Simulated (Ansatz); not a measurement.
The reference is EuO in the rock salt structure (space group Fm-3m, No. 225; a = 4.9652 Å; ferromagnetic; relaxed with 0.1 eV smearing). Axes: x, y, z lie along the cube axes.

Level of theory: Ansatz (an electronic-structure program), PBEsol, PAW, cutoff 420 eV, no spin-orbit coupling.

Strains are applied to the cell and any free atomic positions relax; under biaxial strain the out-of-plane vector relaxes too.

One change was made to it. Results:

```csv
quantity,base,after
energy relative to the base (free energy F),0 meV/atom,+2.0 meV/atom
largest site moment,6.50 μB,6.50 μB
band gap,zero,zero
"pressure (mean of the normal stresses, compression positive)",0.0 GPa,0.0 GPa
```

Task: Which of these changes matches the shifts?
A) uniaxial strain ε_zz = +4.54 %
B) tensor shear ε_xy = +1.33 %
C) biaxial strain −4.00 %, plane normal [001], relaxed out of plane

Result: B, tensor shear ε_xy = +1.33 %. For comparison, the energy relative to the base in the other runs: biaxial strain −4.00 %, plane normal [001], relaxed out of plane gives +49 meV/atom; uniaxial strain ε_zz = +4.54 % gives +20 meV/atom.

The magnetic state is the one reached from the starting moments; the real material's order can differ, and small cells can't hold many antiferromagnetic ones. The state of the 4f shell was not checked for lower solutions. Whether these cells are dynamically stable was not tested. No Hubbard U is applied, and correlation can decide whether such a compound is a metal.
